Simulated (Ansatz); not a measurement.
## A computed series for BC5: pressure series

Base system: BC5 (space group I-4m2, No. 119; a cell from a computed database, its experimental status unchecked).

```
BC5
1.0
   -1.24953     1.24953     5.68494
    1.24953    -1.24953     5.68494
    1.24953     1.24953    -5.68494
B C
1 5
Direct
  0.75000   0.25000   0.50000
  0.84402   0.84402   0.00000
  0.15598   0.15598   0.00000
  0.50000   0.50000   0.00000
  0.42006   0.92006   0.50000
  0.07994   0.57994   0.50000
```

Cell and atoms are relaxed at each pressure.

Calculations: PBEsol, PAW, 420 eV (Ansatz, an electronic-structure program; no spin-orbit coupling).

Notes on the quantities. enthalpy: H = E + PV relative to the base's energy.

```json
[
 {"change": "base", "density": "3.31 g/cm³", "enthalpy": "–"},
 {"change": "pressure −2 GPa", "density": "3.30 g/cm³", "enthalpy": "-0.07 eV/atom"},
 {"change": "pressure −1 GPa", "density": "3.31 g/cm³", "enthalpy": "-0.04 eV/atom"},
 {"change": "pressure 0.3 GPa", "density": "3.32 g/cm³", "enthalpy": "+0.01 eV/atom"},
 {"change": "pressure 0.7 GPa", "density": "3.32 g/cm³", "enthalpy": "+0.03 eV/atom"},
 {"change": "pressure 1.5 GPa", "density": "3.33 g/cm³", "enthalpy": "+0.06 eV/atom"},
 {"change": "pressure 3 GPa", "density": "?", "enthalpy": "+0.11 eV/atom"},
 {"change": "pressure 5 GPa", "density": "?", "enthalpy": "+0.18 eV/atom"},
 {"change": "pressure 7.5 GPa", "density": "3.38 g/cm³", "enthalpy": "+0.27 eV/atom"},
 {"change": "pressure 10 GPa", "density": "?", "enthalpy": "+0.36 eV/atom"}
]
```

### Question
What belongs in the blanks?

### Answer

- pressure 3 GPa, density: 3.34 g/cm³
- pressure 5 GPa, density: 3.36 g/cm³
- pressure 10 GPa, density: 3.40 g/cm³

Load acts through the strain it causes; cell and atoms are relaxed under it. Stability against distortions was not tested. Competing high-pressure phases were not computed. All final runs are without spin polarisation. An odd electron count without spin: BC5.
